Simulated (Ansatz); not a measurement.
Consider a periodic stack without vacuum, rock-salt TaC (1 1 0) on hexagonal La2O3 (1 1 0) (film strained to the substrate, started from cuts of the bulks and a machine-learned relaxation; slabs La28O42 and C36Ta36, which can lie off the formulas): substrate slab La28O42, film C36Ta36, surface cells [[0, 2], [-1, 0]] and [[3, 0], [0, 2]], film strained by -2.2 and +1.7 %, outermost planes LaO/LaO and CTa/CTa as cut, which need not be the usual terminations and can put a slab off its formula. Its start:

```yaml
crystal:
  lattice:
    - [13.65084, 0.00000, 0.02694]
    - [0.00000, 6.18750, 0.02362]
    - [5.16815, -1.45117, 25.41953]
  atoms:
    - { symbol: La, position: [0.27173, 0.27148, 0.05861] }
    - { symbol: La, position: [0.77254, 0.27746, 0.05043] }
    - { symbol: La, position: [0.45308, 0.77220, 0.05346] }
    - { symbol: La, position: [0.97217, 0.82568, 0.05724] }
    - { symbol: O, position: [0.10866, 0.04409, 0.08127] }
    - { symbol: O, position: [0.61166, 0.02383, 0.06984] }
    - { symbol: O, position: [0.27455, 0.65723, 0.02718] }
    - { symbol: O, position: [0.82486, 0.61911, 0.07154] }
    - { symbol: O, position: [0.41593, 0.42299, 0.07168] }
    - { symbol: O, position: [0.93820, 0.16070, 0.02182] }
    - { symbol: La, position: [0.50341, 0.28745, 0.12852] }
    - { symbol: La, position: [0.00125, 0.29322, 0.13744] }
    - { symbol: La, position: [0.68065, 0.78582, 0.12557] }
    - { symbol: La, position: [0.17244, 0.80041, 0.13345] }
    - { symbol: O, position: [0.33608, 0.99405, 0.11524] }
    - { symbol: O, position: [0.84908, 0.07105, 0.13222] }
    - { symbol: O, position: [0.50836, 0.69193, 0.13416] }
    - { symbol: O, position: [0.00345, 0.67815, 0.13343] }
    - { symbol: O, position: [0.66641, 0.39537, 0.13329] }
    - { symbol: O, position: [0.17817, 0.41471, 0.13488] }
    - { symbol: La, position: [0.72376, 0.31299, 0.20819] }
    - { symbol: La, position: [0.21582, 0.32103, 0.21589] }
    - { symbol: La, position: [0.88975, 0.81415, 0.21136] }
    - { symbol: La, position: [0.39440, 0.80451, 0.20725] }
    - { symbol: O, position: [0.55035, 0.05896, 0.21616] }
    - { symbol: O, position: [0.05662, 0.07371, 0.20876] }
    - { symbol: O, position: [0.72535, 0.71738, 0.20814] }
    - { symbol: O, position: [0.22291, 0.71899, 0.21353] }
    - { symbol: O, position: [0.88662, 0.42713, 0.21418] }
    - { symbol: O, position: [0.38478, 0.39893, 0.20868] }
    - { symbol: La, position: [0.93656, 0.33147, 0.29265] }
    - { symbol: La, position: [0.44165, 0.31899, 0.28554] }
    - { symbol: La, position: [0.10669, 0.84406, 0.29175] }
    - { symbol: La, position: [0.60974, 0.83465, 0.28336] }
    - { symbol: O, position: [0.77631, 0.09463, 0.28891] }
    - { symbol: O, position: [0.27035, 0.07689, 0.29173] }
    - { symbol: O, position: [0.93763, 0.72964, 0.29112] }
    - { symbol: O, position: [0.44008, 0.71522, 0.28556] }
    - { symbol: O, position: [0.10581, 0.44566, 0.29141] }
    - { symbol: O, position: [0.60870, 0.43767, 0.28586] }
    - { symbol: La, position: [0.15085, 0.35570, 0.37079] }
    - { symbol: La, position: [0.66236, 0.35314, 0.36208] }
    - { symbol: La, position: [0.32707, 0.84609, 0.36062] }
    - { symbol: La, position: [0.83062, 0.85543, 0.36819] }
    - { symbol: O, position: [0.00149, 0.09508, 0.36199] }
    - { symbol: O, position: [0.49683, 0.08677, 0.36427] }
    - { symbol: O, position: [0.15958, 0.75214, 0.36970] }
    - { symbol: O, position: [0.66972, 0.74485, 0.36046] }
    - { symbol: O, position: [0.32547, 0.44589, 0.36372] }
    - { symbol: O, position: [0.82636, 0.44603, 0.37084] }
    - { symbol: La, position: [0.37612, 0.38178, 0.44184] }
    - { symbol: La, position: [0.86501, 0.39380, 0.45462] }
    - { symbol: La, position: [0.54761, 0.87649, 0.43433] }
    - { symbol: La, position: [0.04626, 0.87505, 0.44942] }
    - { symbol: O, position: [0.20979, 0.16583, 0.45504] }
    - { symbol: O, position: [0.69377, 0.10437, 0.45368] }
    - { symbol: O, position: [0.37156, 0.76139, 0.44207] }
    - { symbol: O, position: [0.88139, 0.77639, 0.44533] }
    - { symbol: O, position: [0.54534, 0.49115, 0.43813] }
    - { symbol: O, position: [0.03568, 0.47675, 0.44598] }
    - { symbol: La, position: [0.57766, 0.35280, 0.51697] }
    - { symbol: La, position: [0.09989, 0.40056, 0.52454] }
    - { symbol: La, position: [0.77850, 0.91601, 0.52765] }
    - { symbol: La, position: [0.28099, 0.94870, 0.51651] }
    - { symbol: O, position: [0.44763, 0.12749, 0.49132] }
    - { symbol: O, position: [0.93103, 0.13346, 0.50808] }
    - { symbol: O, position: [0.61804, 0.09037, 0.57675] }
    - { symbol: O, position: [0.15195, 0.72791, 0.50224] }
    - { symbol: O, position: [0.71838, 0.57226, 0.50807] }
    - { symbol: O, position: [0.26504, 0.33724, 0.55137] }
    - { symbol: C, position: [0.75652, 0.35841, 0.63425] }
    - { symbol: C, position: [0.75937, 0.85756, 0.63105] }
    - { symbol: C, position: [0.08518, 0.36300, 0.63104] }
    - { symbol: C, position: [0.09269, 0.86229, 0.63097] }
    - { symbol: C, position: [0.42749, 0.36287, 0.62987] }
    - { symbol: C, position: [0.42250, 0.86086, 0.63252] }
    - { symbol: C, position: [0.89933, 0.62743, 0.69596] }
    - { symbol: C, position: [0.89989, 0.12190, 0.69588] }
    - { symbol: C, position: [0.23385, 0.61577, 0.69327] }
    - { symbol: C, position: [0.23352, 0.13297, 0.69258] }
    - { symbol: C, position: [0.56663, 0.62495, 0.69403] }
    - { symbol: C, position: [0.56541, 0.12001, 0.69635] }
    - { symbol: C, position: [0.70773, 0.88666, 0.75879] }
    - { symbol: C, position: [0.70819, 0.38741, 0.75832] }
    - { symbol: C, position: [0.04375, 0.88855, 0.75733] }
    - { symbol: C, position: [0.04328, 0.38906, 0.75734] }
    - { symbol: C, position: [0.37499, 0.88889, 0.75808] }
    - { symbol: C, position: [0.37528, 0.38803, 0.75799] }
    - { symbol: C, position: [0.85194, 0.15149, 0.81984] }
    - { symbol: C, position: [0.85178, 0.65180, 0.82018] }
    - { symbol: C, position: [0.18560, 0.15173, 0.81960] }
    - { symbol: C, position: [0.18550, 0.65255, 0.81915] }
    - { symbol: C, position: [0.51636, 0.15149, 0.82076] }
    - { symbol: C, position: [0.51697, 0.64999, 0.82111] }
    - { symbol: C, position: [0.65944, 0.41264, 0.88291] }
    - { symbol: C, position: [0.65994, 0.91635, 0.88279] }
    - { symbol: C, position: [0.99440, 0.40752, 0.88251] }
    - { symbol: C, position: [0.99379, 0.92009, 0.88308] }
    - { symbol: C, position: [0.32613, 0.42367, 0.88495] }
    - { symbol: C, position: [0.32627, 0.90311, 0.88429] }
    - { symbol: C, position: [0.80320, 0.67689, 0.94473] }
    - { symbol: C, position: [0.79997, 0.18043, 0.94662] }
    - { symbol: C, position: [0.13009, 0.68149, 0.94783] }
    - { symbol: C, position: [0.13974, 0.17957, 0.94456] }
    - { symbol: C, position: [0.47142, 0.68034, 0.94795] }
    - { symbol: C, position: [0.46636, 0.17566, 0.94768] }
    - { symbol: Ta, position: [0.73480, 0.12013, 0.69299] }
    - { symbol: Ta, position: [0.73183, 0.62575, 0.69210] }
    - { symbol: Ta, position: [0.06946, 0.12662, 0.69077] }
    - { symbol: Ta, position: [0.06878, 0.62433, 0.69101] }
    - { symbol: Ta, position: [0.39889, 0.12834, 0.69026] }
    - { symbol: Ta, position: [0.40302, 0.62072, 0.69050] }
    - { symbol: Ta, position: [0.91650, 0.36272, 0.64112] }
    - { symbol: Ta, position: [0.92332, 0.86205, 0.63907] }
    - { symbol: Ta, position: [0.25720, 0.36287, 0.62891] }
    - { symbol: Ta, position: [0.25513, 0.85972, 0.64091] }
    - { symbol: Ta, position: [0.59138, 0.34986, 0.63920] }
    - { symbol: Ta, position: [0.58550, 0.87262, 0.63604] }
    - { symbol: Ta, position: [0.68483, 0.65034, 0.81906] }
    - { symbol: Ta, position: [0.68310, 0.15063, 0.81902] }
    - { symbol: Ta, position: [0.01988, 0.65156, 0.81781] }
    - { symbol: Ta, position: [0.02079, 0.15160, 0.81894] }
    - { symbol: Ta, position: [0.35065, 0.65106, 0.82085] }
    - { symbol: Ta, position: [0.35146, 0.15139, 0.81839] }
    - { symbol: Ta, position: [0.87621, 0.88855, 0.75965] }
    - { symbol: Ta, position: [0.87511, 0.38920, 0.75957] }
    - { symbol: Ta, position: [0.20989, 0.88925, 0.75880] }
    - { symbol: Ta, position: [0.21013, 0.38955, 0.75699] }
    - { symbol: Ta, position: [0.53898, 0.88527, 0.75923] }
    - { symbol: Ta, position: [0.54046, 0.38998, 0.75970] }
    - { symbol: Ta, position: [0.63629, 0.17632, 0.93921] }
    - { symbol: Ta, position: [0.64151, 0.67675, 0.93806] }
    - { symbol: Ta, position: [0.97477, 0.17697, 0.94440] }
    - { symbol: Ta, position: [0.97064, 0.67219, 0.93557] }
    - { symbol: Ta, position: [0.30509, 0.17114, 0.93572] }
    - { symbol: Ta, position: [0.29782, 0.67445, 0.95030] }
    - { symbol: Ta, position: [0.82601, 0.41257, 0.88569] }
    - { symbol: Ta, position: [0.82618, 0.91878, 0.88636] }
    - { symbol: Ta, position: [0.15979, 0.41946, 0.88649] }
    - { symbol: Ta, position: [0.15945, 0.91314, 0.88648] }
    - { symbol: Ta, position: [0.49013, 0.41787, 0.88782] }
    - { symbol: Ta, position: [0.49011, 0.91288, 0.88734] }
```

The start was prepared with a machine-learned potential, and the result is one local minimum, with the in-plane cell held and forces under 0.04 eV/Å; the film can end far from its bulk form.

Method: PBE (plane waves to 420 eV, PAW; Ansatz, a quantum-chemistry and plane-wave program). No spin–orbit coupling; the runs are not spin-polarised; PBE gaps are too small against experiment. Its k-point mesh 2×4×1, Fermi–Dirac width 0.05 eV.

Task: Predict the relaxed interface.

Result: 
* **interface area**: 84.5 Å²
* **period**: 25.07 Å
* **heights between the nearest atoms of the two slabs at the two interfaces**: 1.29 and 1.75 Å
* **La–Ta contacts across the interfaces within 1.22 times the sum of covalent radii**: 34, mean 3.68 Å
* **C–La contacts across the interfaces within 1.22 times the sum of covalent radii**: 11, mean 2.77 Å
* **O–Ta contacts across the interfaces within 1.22 times the sum of covalent radii**: 8, mean 2.03 Å
